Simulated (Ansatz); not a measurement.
# Amorphous In12Sn6Zn6O36

Preparation: random packing, a CHGNet melt and quench, and a DFT relaxation. O atoms were pushed apart under 1.9 Å during the dynamics, to hinder bonds among them. The hot cell started wider than the set density and was brought back towards it in steps. It is the lowest in DFT energy of 2 quenches. It is a model cell: composition and starting density were chosen by hand, and all elements were melted together. No dispersion term was used.

Methods: PBE, scalar-relativistic without spin-orbit coupling (Ansatz, a program for electronic structure); r2SCAN, scalar-relativistic without spin-orbit coupling (Ansatz); HSE06, scalar-relativistic without spin-orbit coupling (Ansatz). Geometry, pressure, stress and energy are those of the PBE run. Its sampling: a 2×2×2 Γ-centred mesh; Fermi-Dirac width 0.02 eV; no spin polarisation. Other functionals are single points at the zone centre (r2SCAN at 500 eV; exact exchange cut at the cell's faces), free to take moments where seeds were set.

Number of atoms in the cell: 60
Density (volume relaxed, without dispersion): 6.27 g/cm³
Volume per atom: 91.0 bohr³
Pressure on a 2×2×2 Γ-centred mesh: -0.02 GPa
Largest force and stress component on that mesh (the relaxation ran on the zone centre alone): 0.18 eV/Å and 2.4 GPa
Gap on a 2×2×2 Γ-centred mesh (PBE): 0.40 eV
Gap at the zone centre (PBE): 0.51 eV
Gap at the zone centre (r2SCAN): 0.79 eV
Gap at the zone centre (HSE06): 1.77 eV

Cut-offs for bonds: In-In 3.12 Å, In-Sn 3.09 Å, In-Zn 2.90 Å, In-O 2.68 Å, Sn-Sn 3.06 Å, Sn-Zn 2.87 Å, Sn-O 2.64 Å, Zn-Zn 2.68 Å, Zn-O 2.58 Å, O-O 1.58 Å. Two cations that share two anions don't count as bonded, nor two that share one unless they lie closer than In-In 3.04 Å, In-Sn 3.01 Å, In-Zn 2.82 Å, Sn-Sn 2.97 Å, Sn-Zn 2.79 Å, Zn-Zn 2.61 Å.

The mean coordination of In by anions comes out as 5.33 (8 with 5, 4 with 6). The mean coordination of Sn by anions is 6.00 (6 with 6) and the mean coordination of Zn by anions is 4.33 (4 with 4, 2 with 5). The mean coordination of O is 3.50 (18 with 3, 18 with 4). The mean In-O bond comes out as 2.197 Å (spread 0.100 Å, 64 counted). The mean Sn-O bond comes out as 2.127 Å (spread 0.091 Å, 36 counted).

Its density started from a set value of 6.31 g/cm³. The quench (nominally 150 K/ps over its main leg) was far faster than any real one, so the model tends to hold more defects than a real film. One small periodic cell is one sample of the glass; other quenches scatter about these values. The volume was free in the relaxation, at fixed shape. Stress components on the final sampling reach 2.4 GPa. On a 2×2×2 Γ-centred mesh force components of up to 0.18 eV/Å stay, since the relaxation ran on the zone centre alone.
